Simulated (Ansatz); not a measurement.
Consider Pt in the fcc (Cu type) structure (space group Fm-3m, No. 225; a = 3.895 Å; relaxed with 0.1 eV smearing). Axes: x, y, z lie along the cube axes.

The values are results of Kohn–Sham DFT with the LDA functional, run in Ansatz (a program for electronic structure) with PAW and 420 eV plane waves, no spin-orbit coupling, not measurements.

Strains are applied to the cell and any free atomic positions relax; under biaxial strain the out-of-plane vector relaxes too.

One change was made to it. Results:

| quantity | base | after |
|---|---|---|
| energy relative to the base (free energy F) | 0 meV/atom | +2.7 meV/atom |
| volume per atom | 14.78 Å³ | 14.69 Å³ |
| pressure (mean of the normal stresses, compression positive) | 0.0 GPa | 2.0 GPa |

### Question
What was done to the base?
A) biaxial strain +1.00 %, plane normal [001], relaxed out of plane
B) biaxial strain +2.00 %, plane normal [001], relaxed out of plane
C) biaxial strain −1.50 %, plane normal [001], relaxed out of plane
D) biaxial strain −3.00 %, plane normal [001], relaxed out of plane
E) biaxial strain −1.00 %, plane normal [001], relaxed out of plane

### Answer
E, biaxial strain −1.00 %, plane normal [001], relaxed out of plane. For comparison, the pressure in the other runs: biaxial strain +1.00 %, plane normal [001], relaxed out of plane gives -1.6 GPa; biaxial strain −3.00 %, plane normal [001], relaxed out of plane gives 7.1 GPa; biaxial strain +2.00 %, plane normal [001], relaxed out of plane gives -2.9 GPa; biaxial strain −1.50 %, plane normal [001], relaxed out of plane gives 3.2 GPa.

No phonon test of stability was made. All final runs are without spin polarisation.
